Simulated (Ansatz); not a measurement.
Ta4GaSe8: pressure series

Take Ta4GaSe8 (space group F-43m, No. 216) as the base.

```yaml
crystal:
  lattice:
    - [0.00000, 5.16871, 5.16871]
    - [5.16871, 0.00000, 5.16871]
    - [5.16871, 5.16871, 0.00000]
  atoms:
    - { symbol: Ta, position: [0.69241, 0.10253, 0.10253] }
    - { symbol: Ta, position: [0.10253, 0.10253, 0.10253] }
    - { symbol: Ta, position: [0.10253, 0.10253, 0.69241] }
    - { symbol: Ta, position: [0.10253, 0.69241, 0.10253] }
    - { symbol: Ga, position: [0.50000, 0.50000, 0.50000] }
    - { symbol: Se, position: [0.41004, 0.86332, 0.86332] }
    - { symbol: Se, position: [0.86332, 0.86332, 0.86332] }
    - { symbol: Se, position: [0.86332, 0.86332, 0.41004] }
    - { symbol: Se, position: [0.86332, 0.41004, 0.86332] }
    - { symbol: Se, position: [0.90772, 0.36409, 0.36409] }
    - { symbol: Se, position: [0.36409, 0.36409, 0.36409] }
    - { symbol: Se, position: [0.36409, 0.36409, 0.90772] }
    - { symbol: Se, position: [0.36409, 0.90772, 0.36409] }
```

Cell and atoms are relaxed at each pressure.

All numbers come from Ansatz (a first-principles code), PBEsol, PAW, cutoff 420 eV, no spin-orbit coupling.

```
pressure (GPa)  volume per atom (Å³/atom)
--------------  -------------------------
-2                                 21.797
-1                                 21.509
0                                  21.244
0.7                                21.070
1.5                                20.882
3                                  20.555
5                                       ?
7.5                                19.729
10                                 19.342
```

Problem. Fit the third-order Birch–Murnaghan form P(V) = (3B₀/2)[(V₀/V)^(7/3) − (V₀/V)^(5/3)]·[1 + (3/4)(B₀′ − 4)((V₀/V)^(2/3) − 1)] (squares taken in P) to the rows shown and predict the withheld row.

Solution. Least squares on the printed values gives V₀ = 21.244 Å³/atom, B₀ = 83.4 GPa, B₀′ = 5.2; this predicts 20.162 Å³/atom, and the run gives 20.164 Å³/atom, 0.002 higher.

Load acts through the strain it causes; cell and atoms are relaxed under it. No phonon test of stability was made. No other phases were tried under pressure. The final runs are not spin-polarised. An odd electron count without spin: Ta4GaSe8.
